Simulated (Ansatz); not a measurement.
Consider this model of amorphous Si₂₄O₄₉Be.

```xyz
74
Lattice="9.7838 0.1022 0.0201 0.1022 11.0219 -0.1565 0.0201 -0.1565 10.2528" Properties=species:S:1:pos:R:3 pbc="T T T"
Si     5.7131     7.9726     3.3394
Si     7.7006    10.7120     6.5399
Si     9.7601     5.9980     4.0742
Si     3.2889     0.6475     6.9944
Si     9.5760     8.6084     5.6183
Si     2.6108     4.3731     3.6279
Si     5.9966     2.3233     1.4063
Si     1.3990     1.5035     9.0894
Si     5.0329     5.5177     4.8420
Si     7.8211     7.9821     1.2730
Si     9.2465     2.0817     5.7911
Si     6.6302     8.8426     8.8061
Si     2.7982     2.2890     1.6653
Si     1.5705     9.6989     7.9868
Si     7.4655     3.7598     3.8881
Si     3.5500     5.0335     7.6970
Si     2.2888     1.5930     4.4192
Si     5.9135    10.2509     1.5796
Si     3.4370     8.7118     1.6673
Si     0.4727     4.0051     7.9382
Si     6.0175     3.5953     8.8039
Si     3.6536     7.8685     9.1442
Si     0.5183     8.4802     2.7138
Si     8.0169     6.0802     9.0598
O      4.1237     8.0646     2.9875
O      6.2288     4.4391     4.6939
O      6.8203     5.0148     9.0984
O      5.0183     8.7140     8.7109
O      1.9899     4.5547     7.6511
O      4.2590     5.2406     6.2350
O      2.2530     3.7922     2.1226
O      6.7772     7.2415     2.2938
O      3.7363     7.6443     0.4775
O      8.8633     0.7773     6.7275
O      4.6144     1.0276     7.7564
O      2.1534     1.6659     7.6509
O      8.3978     6.8455     0.2929
O      7.4214     7.4821     8.3795
O      2.3402     1.2074     2.8203
O      5.6973     7.0546     4.6933
O      9.3848     6.9879     5.3465
O      6.3975     0.6961     1.5012
O      3.9438     5.3196     3.6254
O      2.2405     8.6759     9.0692
O      0.7410     1.4988     4.8794
O      6.9146     3.1598     2.4627
O      2.9097     3.0967     4.5861
O      8.9484     8.9991     1.8706
O      6.2543     2.7068    10.1673
O      8.0924     2.5208     4.7210
O      2.2633     1.7962     0.2149
O      4.4188     2.3962     1.7445
O      6.3830     0.4567     6.0488
O      0.5505     9.0753     4.2365
O      7.3107    10.1207     8.0985
O      3.5671     6.5419     8.2805
O      6.8134     9.1571     0.3831
O      8.5885     4.9476     3.6731
O      9.3512     5.4209     8.4047
O      4.4295     4.0512     8.6503
O      2.8324    10.1533     7.0900
O      0.5626     8.8473     7.0039
O      3.2689     0.7065     5.3494
O      9.6221     3.4465     6.6138
O      0.3304     6.8562     2.7651
O      1.3680     5.1312     4.3455
O      6.2357     9.5552     3.0352
O      8.1308     9.3484     5.7150
O      0.8156    -0.0611     9.0065
O      4.3208    10.0743     1.2663
O      1.8589     8.9761     1.9323
O      0.4095     2.8259     9.1045
O      6.5496     2.8093     7.5219
Be     5.8575     1.5199     7.0424
```

These are PBE, scalar-relativistic without spin-orbit coupling (plane waves to 420 eV, PAW; Ansatz, a program for electronic structure) values and carry that method's errors.

It comes from a melt-quench run on a machine-learned potential (CHGNet), relaxed afterwards by DFT. O atoms were pushed apart under 1.9 Å during the dynamics, to hinder bonds among them. The hot cell started wider than the set density and was brought back towards it in steps. It is the lowest in DFT energy of 2 quenches. It is a model cell: composition and starting density were chosen by hand, and all elements were melted together. No dispersion term was used. Its density started from a set value of 2.20 and ended at 2.20 g/cm³. The simulated quench (nominally 320 K/ps over its main leg) is rapid and tends to freeze in more defects than a deposited or slowly cooled glass has. One small periodic cell is one sample of the glass; other quenches scatter about these values. The volume was held where the preparation left it and the shape relaxed, at a PBE pressure of -1.1 GPa (tension). Stress components on the final sampling reach 1.7 GPa. Cycles of charging lowered its energy after that relaxation.

Bonds are counted up to Si-Si 2.60 Å, Si-O 2.00 Å, Si-Be 2.28 Å, O-O 1.58 Å, O-Be 1.94 Å, Be-Be 2.11 Å. Two cations that share two anions don't count as bonded, nor two that share one unless they lie closer than Si-Si 2.38 Å, Si-Be 2.21 Å, Be-Be 2.05 Å.

Task: Give the coordination numbers, mean bond lengths and angles.

Result: 
```json
{
 "Mean coordination of Si by anions": "4.00 (24 with 4)",
 "Mean coordination of O": "2.02 (48 with 2, 1 with 3)",
 "Mean coordination of Be by anions": "3.00 (1 with 3)",
 "Mean Si-O bond": "1.643 Å (spread 0.041 Å, 96 counted)",
 "Mean O-Be bond": "1.534 Å (spread 0.013 Å, 3 counted)",
 "Bond angle at Si": "mean 109.4°, spread 5.2°",
 "Bond angle at O": "mean 137.5°, spread 16.0°"
}
```

Task: Which atoms depart from the most common coordination of their element?

Result: O57 has 3 (Si10 1.79 Å, Si12 1.85 Å, Si18 1.85 Å).

Task: List the pairs of like atoms that count as bonded by the rules above.

Result: There are none by these rules.
